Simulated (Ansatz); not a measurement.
CoPdO2: uniaxial strain ε_xx = −4.94 %

Start from CoPdO₂ (space group R-3m, No. 166; a = 2.826 Å, c = 17.754 Å (hexagonal axes); not spin-polarised; relaxed with 0.1 eV smearing). Axes: x lies along a and z along c of the hexagonal cell.

It is then changed as follows: uniaxial strain ε_xx = −4.94 %, all other strain components held at zero; the atoms relax in the strained cell.

Method: r2SCAN (Ansatz, an electronic-structure program, PAW, scalar-relativistic without spin-orbit coupling). Settings: 21×21×21 k-points, 0.1 eV Fermi–Dirac smearing.

The volume per atom drops by 0.51 Å³ (10.23 Å³ → 9.72 Å³) and the space group goes from R-3m (No. 166) to C2/m (No. 12). The shortest interatomic distance falls by 0.032 Å to 1.861 Å and the energy goes up by 30 meV/atom. The pressure (mean of the normal stresses, compression positive) goes from zero to 11.8 GPa and the band gap stays zero. The largest internal atomic displacement amounts to 0.030 Å and the stress (xx, yy, zz, yz, xz, xy; compression positive) amounts to (20.1, 7.5, 8.0, -0.3, 0.0, 0.0) GPa.

Final structure:

```
CELL_PARAMETERS angstrom
      1.34298     0.81566     5.91798
     -1.34298     0.81566     5.91798
      0.00000    -1.63133     5.91798
ATOMIC_POSITIONS crystal
  Pd 0.00000 0.00000 0.00000
  Co 0.50000 0.50000 0.50000
  O  0.11657 0.11657 0.10183
  O  0.88343 0.88343 0.89817
```

Whether these cells are dynamically stable was not tested. Seeded moments were not kept for the base. No Hubbard U is applied and the magnetic state is the run's own (CoPdO2 not spin-polarised; CoPdO2 non-magnetic); small cells can't hold the antiferromagnetic order that many such compounds have, so gaps and moments can be off. All final runs are without spin polarisation. An odd electron count without spin: CoPdO2.
